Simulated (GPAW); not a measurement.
Band structure of Au (Fm-3m, 1 atom in the cell).

```
CELL_PARAMETERS angstrom
      0.00000     2.04000     2.04000
      2.04000     0.00000     2.04000
      2.04000     2.04000     0.00000
ATOMIC_POSITIONS crystal
  Au 0.00000 0.00000 0.00000
```

Computed with PBE, GPAW PAW datasets PBE (gpaw-data 1.0.1) (plane waves; GPAW).

Settings: mode = pw; ecut = 600 eV; xc = PBE; kpts = 18 18 18; mesh shift (steps) = 0 0 0; occupations.name = methfessel-paxton; occupations.width = 0.1 eV; occupations.order = 0; nbands = -9; symmetry.symmorphic = false; symmetry.tolerance = 0.0005; maxiter = 120; bandpath_npoints = 40.

The starting cell has typed, rounded lattice constants, without a prior relaxation at this level. Spin-orbit coupling is off.

Levels in eV from the Fermi level, bands 2 to 9:
| point | 2 | 3 | 4 | 5 | 6 | 7 | 8 | 9 |
|---|---|---|---|---|---|---|---|---|
| Γ | -4.70 | -4.70 | -4.70 | -3.18 | -3.18 | 15.78 | 19.59 | 19.59 |
| X | -6.77 | -2.02 | -1.64 | -1.64 | 1.03 | 5.88 | 10.33 | 10.33 |
| W | -5.17 | -5.17 | -3.32 | -1.64 | 4.90 | 6.37 | 6.37 | 9.48 |
| K | -5.86 | -3.85 | -2.89 | -2.09 | 4.01 | 4.70 | 7.48 | 12.90 |
| L | -4.74 | -4.74 | -1.97 | -1.97 | -0.98 | 3.15 | 14.98 | 17.89 |
| U | -5.86 | -3.85 | -2.89 | -2.09 | 4.01 | 4.70 | 7.48 | 12.90 |

Bands cross the Fermi level along this path, so the cell is metallic at this level.
